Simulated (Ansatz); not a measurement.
# SiO2: pressure series

Take SiO2 (space group P3_221, No. 154; a = 4.949 Å, c = 5.441 Å) as the base.

Cell and atoms are relaxed at each pressure.

The values are results of PBEsol in Ansatz (plane waves to 420 eV, PAW, without spin-orbit coupling), not measurements.

Two rows of this table had their results exchanged by mistake.

```json
[
 {"pressure": "pressure −2 GPa", "volume per atom (Å³)": "13.91", "shortest distance (Å)": "1.621", "band gap": "5.50 eV"},
 {"pressure": "pressure −1 GPa", "volume per atom (Å³)": "13.29", "shortest distance (Å)": "1.620", "band gap": "5.64 eV"},
 {"pressure": "pressure 0.9 GPa", "volume per atom (Å³)": "12.50", "shortest distance (Å)": "1.619", "band gap": "5.79 eV"},
 {"pressure": "pressure 2.1 GPa", "volume per atom (Å³)": "12.13", "shortest distance (Å)": "1.617", "band gap": "5.87 eV"},
 {"pressure": "pressure 4.5 GPa", "volume per atom (Å³)": "9.36", "shortest distance (Å)": "1.600", "band gap": "6.57 eV"},
 {"pressure": "pressure 9 GPa", "volume per atom (Å³)": "10.77", "shortest distance (Å)": "1.610", "band gap": "6.23 eV"},
 {"pressure": "pressure 22.5 GPa", "volume per atom (Å³)": "11.54", "shortest distance (Å)": "1.615", "band gap": "6.01 eV"},
 {"pressure": "pressure 30 GPa", "volume per atom (Å³)": "8.84", "shortest distance (Å)": "1.596", "band gap": "6.69 eV"}
]
```

Q: Which two?

A: The rows for pressure 4.5 GPa and pressure 22.5 GPa: the volume has to fall steadily with pressure, so 11.54 Å³ belongs to pressure 4.5 GPa and 9.36 Å³ to pressure 22.5 GPa.

Load acts through the strain it causes; cell and atoms are relaxed under it. Whether these cells are dynamically stable was not tested. Competing high-pressure phases were not computed.

Ansatz is an electronic-structure program.
